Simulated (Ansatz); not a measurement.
## La₂Ti₂O₇ (model structure, started from the pyrochlore type, Fd-3m, No. 227, 22 atoms in the cell)

The numbers are results of r²SCAN+SOC (Ansatz, a program for electronic structure, plane waves, PAW), not measurements.

Numerical settings: plane-wave cutoff 560 eV, 6×6×6 k mesh, Fermi–Dirac smearing 0.01 eV, PAW data made under PBE.

Cell (relaxed with PBEsol):

```yaml
crystal:
  lattice:
    - [0.00000, 5.18276, 5.18276]
    - [5.18276, 0.00000, 5.18276]
    - [5.18276, 5.18276, 0.00000]
  atoms:
    - { symbol: La, position: [0.12500, 0.12500, 0.12500] }
    - { symbol: La, position: [0.12500, 0.12500, 0.62500] }
    - { symbol: La, position: [0.12500, 0.62500, 0.12500] }
    - { symbol: La, position: [0.62500, 0.12500, 0.12500] }
    - { symbol: Ti, position: [0.62500, 0.62500, 0.62500] }
    - { symbol: Ti, position: [0.62500, 0.62500, 0.12500] }
    - { symbol: Ti, position: [0.62500, 0.12500, 0.62500] }
    - { symbol: Ti, position: [0.12500, 0.62500, 0.62500] }
    - { symbol: O, position: [0.55207, 0.94793, 0.94793] }
    - { symbol: O, position: [0.94793, 0.55207, 0.55207] }
    - { symbol: O, position: [0.94793, 0.55207, 0.94793] }
    - { symbol: O, position: [0.55207, 0.94793, 0.55207] }
    - { symbol: O, position: [0.94793, 0.94793, 0.55207] }
    - { symbol: O, position: [0.55207, 0.55207, 0.94793] }
    - { symbol: O, position: [0.69793, 0.30207, 0.69793] }
    - { symbol: O, position: [0.30207, 0.69793, 0.30207] }
    - { symbol: O, position: [0.30207, 0.69793, 0.69793] }
    - { symbol: O, position: [0.69793, 0.30207, 0.30207] }
    - { symbol: O, position: [0.30207, 0.30207, 0.69793] }
    - { symbol: O, position: [0.69793, 0.69793, 0.30207] }
    - { symbol: O, position: [0.00000, 0.00000, 0.00000] }
    - { symbol: O, position: [0.25000, 0.25000, 0.25000] }
```

| Item | Value |
|---|---|
| band gap | 3.29 eV (on the SCF k mesh) |

Note: the relaxation could raise the start's symmetry but not lower it, so the cell can be a saddle point; cell and atoms aren't relaxed at this level (largest force component 0.09 eV/Å, pressure 3.4 GPa).

The computed numbers hold no vibrational or temperature effects.

Cost on a shared machine: about 14 core-minutes (a rough figure).

A model structure was made by putting elements into a prototype or built by hand; it is no filed structure, need not be a known phase, and can be a saddle point held by its symmetry.
